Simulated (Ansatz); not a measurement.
The starting structures come from a database of crystals and need not be the phases stable at ambient conditions.

By PBEsol, the system below comes out a metal.

The ballistic (Sharvin) conductance counts the channels at the Fermi level: G/A = (e²/h) × channels of both spins per area.

```xyz
8
Lattice="4.0224 0.0000 0.0000 0.0000 7.1055 0.0000 2.0112 0.0000 3.4835" Properties=species:S:1:pos:R:3 pbc="T T T"
Cu     2.0112     2.9492     1.1612
Cu     4.0224     4.1563     2.3224
Cu     2.0112     0.4597     1.1612
Cu     4.0224     6.6457     2.3224
Cu     0.0000     1.5795     0.0000
Cu     0.0000     5.5260     0.0000
P      4.0224     1.8498     2.3224
P      2.0112     5.2556     1.1612
```

Space group of this cell: P-3m1. The cell is taken as given; by PBEsol its mean pressure is -2.6 GPa.

The current flows along the normal of the first two printed cell vectors, the (100) plane of the conventional cell. No spin-orbit coupling; the value is a mean over 0.1 eV about the Fermi level.

Question: Give the ballistic conductance per area that Ansatz (a quantum-chemistry and plane-wave program) with PBEsol yields.

Answer: 0.19 × 10¹⁵ S/m² for both spins.
